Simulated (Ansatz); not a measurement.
Start from InSb in the zinc blende structure (space group F-43m, No. 216; a = 6.556 Å).

Calculations: Ansatz (an electronic-structure program) r2SCAN, no spin-orbit coupling.

Before the change:

| Property | Value |
|---|---|
| Valley order | Γ 0.02 eV; L along ⟨111⟩ 0.77 eV; a point along ⟨100⟩, about 0.8 Å⁻¹ from Γ 1.48 eV |
| Density | 5.58 g/cm³ |
| Shortest interatomic distance | 2.839 Å |

One thing is altered: cell and atoms relaxed at a pressure of 4.5 GPa.

Problem. What happens to the valley order, density and shortest interatomic distance?

Solution. The valley order (the lowest conduction-band minima on the path, energy above the VBM, named in the base's zone) becomes Γ 0.54 eV; L along ⟨111⟩ 0.94 eV; a point along ⟨100⟩, about 0.8 Å⁻¹ from Γ 1.38 eV (base: Γ 0.02 eV; L along ⟨111⟩ 0.77 eV; a point along ⟨100⟩, about 0.8 Å⁻¹ from Γ 1.48 eV); the density increases by 0.49 g/cm³ (5.58 g/cm³ → 6.07 g/cm³); the shortest interatomic distance drops by 0.079 Å to 2.760 Å.

With Sb present, leaving out spin-orbit coupling can change the band edges. The levels and masses belong to the bands next to the band gap. Load acts through the strain it causes; cell and atoms are relaxed under it. Whether these cells are dynamically stable was not tested. Tetrahedral semiconductors of this kind turn to denser phases somewhere between about 1 and 50 GPa; those were not computed, so compressed cells here can lie past the real transition. All final runs are without spin polarisation.
